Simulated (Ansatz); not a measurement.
```yaml
crystal:
  lattice:
    - [6.67042, 0.10273, 0.11997]
    - [-1.62312, 2.81133, 0.00000]
    - [0.09827, 0.05673, 5.28485]
  atoms:
    - { symbol: La, position: [0.34564, 0.34564, 0.00597] }
    - { symbol: Al, position: [0.14893, 0.64893, 0.49261] }
    - { symbol: N, position: [0.33182, 0.33182, 0.54494] }
    - { symbol: N, position: [0.11832, 0.61832, 0.14956] }
    - { symbol: Al, position: [0.83749, 0.33749, 0.01520] }
    - { symbol: Al, position: [0.67800, 0.67800, 0.50015] }
    - { symbol: N, position: [0.82358, 0.32358, 0.64425] }
    - { symbol: N, position: [0.71622, 0.71622, 0.14811] }
```

Relaxed-ion tensors in this frame from DFT at the LDA level (Ansatz, a program for electronic structure). Proper piezoelectric stress tensor e (C/m²):

```
 0.08   0.21  -0.01   0.00   0.66   0.57
 0.73  -0.57  -0.01   0.66   0.00  -0.06
 0.38   0.30  -1.02  -0.06  -0.11   0.07
```

Stiffness C (GPa):

```
  218    141    113  -12.8   24.2   20.3
  141    225   90.7   25.6   -2.0  -26.6
  113   90.7    312    6.6   11.4   19.5
-12.8   25.6    6.6   45.7    4.7   13.1
 24.2   -2.0   11.4    4.7   51.1   -4.1
 20.3  -26.6   19.5   13.1   -4.1   67.4
```

The ordered cell is a computed model, not a synthesised structure.

Q: Obtain the piezoelectric strain tensor d.

A: d = e S with S = C⁻¹, in pC/N:

```
-21.7   22.6   -1.2  -30.8   29.8   32.1
 41.9  -41.5   -0.6   65.4  -30.9  -44.3
  3.2    1.7   -5.0   -1.1   -2.2    2.3
```
Away from Γ the polar cell without biaxial strain shows no imaginary mode on a 2×2×2 mesh.

The PAW data sets were generated under PBE and serve the other functionals too.
